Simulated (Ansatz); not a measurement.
Take LaC2 (space group I4/mmm, No. 139; relaxed with 0.1 eV smearing) as the base.

```xyz
3
Lattice="-1.9459 1.9459 3.2656 1.9459 -1.9459 3.2656 1.9459 1.9459 -3.2656" Properties=species:S:1:pos:R:3 pbc="T T T"
La     0.0000     0.0000     0.0000
C      0.0000     0.0000     2.6186
C      0.0000     0.0000     3.9126
```

Cartesian axes are those of the cell as printed.

Level of theory: Kohn–Sham DFT with the PBEsol functional, run in Ansatz (a first-principles code) with PAW and 420 eV plane waves, no spin-orbit coupling.

Now apply this change: biaxial strain +2.78 %, plane normal [001], relaxed out of plane (Cartesian); in-plane vectors clamped, the third vector and the atoms free.

What does the calculation give for the energy relative to the base, out-of-plane strain and in-plane stress after the change?

The energy increases by 17 meV/atom; the out-of-plane strain comes out as -0.36 %; the mean in-plane stress (compression positive) comes out as -5.4 GPa.

No phonon test of stability was made. The final runs are not spin-polarised. An odd electron count without spin: LaC2.
